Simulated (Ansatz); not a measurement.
**Input and output of a self-consistent single point for Sr (Fm-3m, 1 atom in the cell) (Ansatz, a first-principles code)**

Method of the run: PBE (plane waves, PAW; Ansatz).

This input was run:

Ansatz 0.2 input:
```yaml
# Sr
crystal:
  lattice:
    - [0.000000, 3.030880, 3.030880]
    - [3.030880, 0.000000, 3.030880]
    - [3.030880, 3.030880, 0.000000]
  atoms:
    - { symbol: Sr, position: [0.000000, 0.000000, 0.000000] }
basis:
  ecutwfc: 420.0
kpoints:
  mp_grid: { grid: [9, 9, 9] }
hamiltonian:
  xc: pbe
  pseudopotentials: { kind: paw }
scf:
  occupations: { method: fermi_dirac, width: 0.1 }
output:
  forces: true
  eigenvalues: true
  stress: true
```

The program printed (abridged):

```
WARN ansatz: RAYON_NUM_THREADS=1 ignored (pool sized by the plan → 1); use --threads N
Pseudopotentials: kind: paw
Pseudopotential: Sr, paw, valence charge 10
Crystal: 1 atoms, lattice volume = 55.685 Å³
Basis set: ecut = 420 eV, 1067 PW (Γ), exchange–correlation on 60×60×60 points (8 copies of the dense FFT grid, shifted against one another)
Bands: 9, of which v1, the nominal top of the filled ones, is band 5 counted from 1 (4 counted from 0)
Symmetry: 48 space group operations
Space group: Fm-3m (ITA 225), of the structure as read, at distance tolerance 3.8e-5 Å
k-points: 35 of 729
Initial density: superposition of atomic densities (neutral atoms: chi_scale 0, normalization atom), corrected by the library's trained network
Initial wavefunctions: pseudopotential atomic-orbital guess
Eigensolver: davidson
Functional: x = pbe(κ = 0.804, μ = 0.2195149727645171), c = pbe(β = 0.06672455060314922)
SCF iter   1: F=—  HF=-3544.240478 eV  |F-HF|=—  |Δ(HF+E_count)|=         —  Δρ=7.75e-4  dr2=4.89e-4  ethr=1.77e-3  ⟨swp⟩=6.7  Hψ=2733  notcnv=0
all-band conjugate gradients solve this SCF's bands
preconditioner: auto → none
SCF iter   2: F=—  HF=-3544.240943 eV  |F-HF|=—  |Δ(HF+E_count)|=   4.64e-4  Δρ=4.62e-4  dr2=2.28e-4  ethr=4.89e-6  ⟨swp⟩=2.9  Hψ=858  notcnv=0
SCF iter   3: F=—  HF=-3544.240985 eV  |F-HF|=—  |Δ(HF+E_count)|=   4.25e-5  Δρ=1.80e-4  dr2=2.40e-5  ethr=2.28e-6  ⟨swp⟩=1.0  Hψ=315  notcnv=0
SCF iter   4: F=—  HF=-3544.240973 eV  |F-HF|=—  |Δ(HF+E_count)|=   1.18e-5  Δρ=9.11e-5  dr2=2.32e-6  ethr=2.40e-7  ⟨swp⟩=2.4  Hψ=505  notcnv=0
SCF iter   5: F=—  HF=-3544.240973 eV  |F-HF|=—  |Δ(HF+E_count)|=   1.21e-7  Δρ=2.26e-5  dr2=1.30e-7  ethr=2.32e-8  ⟨swp⟩=3.0  Hψ=542  notcnv=0
SCF iter   6: F=-3544.240973 eV  HF=-3544.240973 eV  |F-HF|=3.88e-9  |Δ(HF+E_count)|=   4.63e-8  Δρ=4.80e-6  dr2=6.94e-9  ethr=1.00e-9  ⟨swp⟩=6.1  Hψ=1755  notcnv=0
SCF 1 converged in 6 iterations: F = -3544.240973 eV  dr2 = 6.94e-9
SCF converged after 6 iterations
Free energy (F): -3544.240973 eV
Harris-Foulkes:  -3544.240973 eV  (|F-HF|=3.88e-9)
Internal energy: -3544.195394 eV  (E = F + TS)
E sigma→0 (E₀):  -3544.218184 eV
Entropy (-TS):   -0.045579 eV (-45.579 meV/atom)
Fermi energy:    4.964350 eV
--- Per-component energies (eV) ---
  E_band       = -137.287614
  E_kinetic    = 241.386860
  E_local      = -774.292472  (includes V_loc(G=0)·N_el)
  E_nonlocal   = 202.829212
  E_hartree    = 196.349316
  E_xc         = -171.191232
  E_vxc        = -159.197877  (∫ρ·V_xc dr)
  E_paw        = -2694.712559  (= ΣΔE_a)
  E_vpaw       = -40.710253  (= ΣTr[D̂ρ^β])
  E_aug_tail   = -0.000001  (compensation charges beyond the density's cutoff)
  E_ewald      = -544.564520
  E_smearing   = -0.045579  (= −TS)
  E_closure    = 0.000000  (closes the sum)
  Σ components = -3544.240973   (vs F -3544.240973, Δ=0.00e0)
--- Forces (eV/Å), atoms counted from 1 ---
  atom   1  Sr     0.00000000     0.00000000     0.00000000
  max |Σ_I F_I| component: 6.16e-32 eV/Å
--- Stress (GPa, compression-positive) ---
       -0.130240       0.000000       0.000000
        0.000000      -0.130240      -0.000000
        0.000000       0.000000      -0.130240
  P = ⅓ Tr σ = -0.1302 GPa (-1.302 kbar)
  The stress holds the Pulay correction. Without it, at fixed plane waves, as pw.x and ABINIT print it: P = -0.1321 GPa
--- Band table (eV; the first three rows and the last of 35) ---
  k-point 0: bands = ["-31.6260", "-13.5178", "-13.5178", "-13.5178", "1.3587", "7.3231", "7.3231", "7.3231", "8.7726"]
  k-point 1: bands = ["-31.6245", "-13.5403", "-13.5209", "-13.5209", "1.5539", "7.0274", "7.4094", "7.4094", "8.6602"]
  k-point 2: bands = ["-31.6206", "-13.5966", "-13.5285", "-13.5285", "2.1065", "6.4083", "7.4920", "7.4920", "8.6430"]
  k-point 34: bands = ["-31.6089", "-13.6523", "-13.6288", "-13.5830", "4.9319", "5.5745", "5.6195", "7.4319", "9.7220"]
```

The run converged in 6 iterations.

The starting cell has typed, rounded lattice constants, without a prior relaxation at this level. Its lattice was rescaled by up to half a per cent. Ansatz's pressure includes its estimate of the finite-basis (Pulay) stress.
